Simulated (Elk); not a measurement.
Input and output of a self-consistent single point for NiGePd (P4/nmm, 6 atoms in the cell) (Elk).

Method of the run: Elk with LDA (PW92), all-electron FP-LAPW, Elk's shipped species files, default APW+lo basis.

```yaml
crystal:
  lattice:
    - [3.66721, 0.00000, 0.00000]
    - [0.00000, 3.66721, 0.00000]
    - [0.00000, 0.00000, 6.31577]
  atoms:
    - { symbol: Ni, position: [0.50000, 0.50000, 0.00000] }
    - { symbol: Ni, position: [0.00000, 0.00000, 0.00000] }
    - { symbol: Ge, position: [0.50000, 0.00000, 0.24401] }
    - { symbol: Ge, position: [0.00000, 0.50000, 0.75599] }
    - { symbol: Pd, position: [0.50000, 0.00000, 0.63975] }
    - { symbol: Pd, position: [0.00000, 0.50000, 0.36025] }
```

Reference input (self-consistent single point, DFT, PBEsol, all-electron FP-LAPW, Elk's shipped species files, default APW+lo basis): xctype = 22; stype = 0; swidth = 0.00367493 Ha; ngridk = 6 6 4; maxscl = 100. This run's input differs from it in these lines:…

```diff
@@ -2,5 +2,2 @@
   0
-
-xctype
-  22
```

Output, abridged:

```
│ Self-consistent loop started │
│ Loop number : 1 │
 total energy                :     -17290.3886083
│ Loop number : 2 │
 total energy                :     -17292.7011837
RMS change in Kohn-Sham potential (target) :    1.253387964     (  0.1000000000E-05)
Absolute change in total energy (target)   :    2.312575436     (  0.1000000000E-03)
│ Loop number : 3 │
 total energy                :     -17308.6442652
RMS change in Kohn-Sham potential (target) :   0.4625622261     (  0.1000000000E-05)
Absolute change in total energy (target)   :    16.52122536     (  0.1000000000E-03)
│ Loop number : 4 │
   [... lines left out ...]
Absolute change in total energy (target)   :   0.3905436424E-02 (  0.1000000000E-03)
│ Loop number : 15 │
 total energy                :     -17313.9088935
RMS change in Kohn-Sham potential (target) :   0.3557444267E-05 (  0.1000000000E-05)
Absolute change in total energy (target)   :   0.1006206832E-02 (  0.1000000000E-03)
│ Loop number : 16 │
 total energy                :     -17313.9090467
RMS change in Kohn-Sham potential (target) :   0.9553085534E-06 (  0.1000000000E-05)
Absolute change in total energy (target)   :   0.9834900993E-04 (  0.1000000000E-03)
Convergence targets achieved

│ Loop number : 17 │

Energies :
 Fermi                       :     0.306674194608
 total energy                :     -17313.9091395

Density of states at Fermi energy :    24.22471498
 (states/Hartree/unit cell)

Estimated indirect band gap :   0.3237635816E-02
 from k-point      5 to k-point     18
Estimated direct band gap   :   0.1522076656E-01
 at k-point     18

Charges :
 core                        :    116.0000000
 valence                     :    96.00000000
 interstitial                :    8.240529519
 muffin-tins (core leakage)
  species :    1 (Ni)
   atom    1                 :    27.23353382     (  0.4729488229E-03)
   atom    2                 :    27.23353382     (  0.4729488229E-03)
  species :    2 (Ge)
   atom    1                 :    30.01012245     (  0.1323328784E-02)
   atom    2                 :    30.01012245     (  0.1323328784E-02)
  species :    3 (Pd)
   atom    1                 :    44.63607897     (  0.1983859832E-07)
   atom    2                 :    44.63607897     (  0.1983859832E-07)
 total in muffin-tins        :    203.7594705
 total calculated charge     :    211.9962393
 total charge                :    212.0000000
 error                       :   0.3760729335E-02

│ Self-consistent loop stopped │
```

The run converged in 17 iterations. The count includes the last loop, which Elk runs after its targets are met. 

The starting cell comes from a database of computed structures (which also holds hypothetical and non-ambient phases and stackings), without a prior relaxation at this level. Its lattice was rescaled by a random factor within 2.5 % of one. Spin polarisation is off. Values depend on the basis (sphere radii, cutoffs, local orbitals), which need not be converged. The log's line on a gap gives a spacing of levels on this mesh, which the program prints for metals too.

Cost on one core of a shared machine: roughly 60 s.
